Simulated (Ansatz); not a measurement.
# TbCl3 (P4₂/mnm, No. 136; cell taken from a computed entry)

Level of theory: LDA (PAW; Ansatz, an electronic-structure program).

Settings: plane-wave cutoff 500 eV, 6×6×4 k mesh (along the axes of the cell as run), gaussian smearing 0.02 eV, spin-polarised start, scalar-relativistic PAW data made under PBE.

Cell (relaxed at this level):

Space group P4₂/mnm (No. 136); a = b = 6.221 Å, c = 11.290 Å, α = β = γ = 90.00°

```tsv
atom	site	symmetry	x	y	z
Tb	4e	2.mm	0.0000	0.0000	0.3280
Cl	8j	..m	0.2963	0.2963	0.3386
Cl	4f	m.2m	0.3012	0.3012	0.0000
```

| Property | Result |
|---|---|
| volume per atom | 27.31 Å³/atom |
| equilibrium lattice constant a | 6.221 Å |
| lattice parameter c | 11.290 Å |

Note: the magnetic order was assumed, not searched for or taken from measurement; the relaxation could not lower the start's symmetry, so the cell can be a saddle point above a distorted one; the 4f shell is treated without U or exact exchange, so its levels and filling can be wrong.

Spin–orbit coupling is not included.

Computed values are for the static lattice.
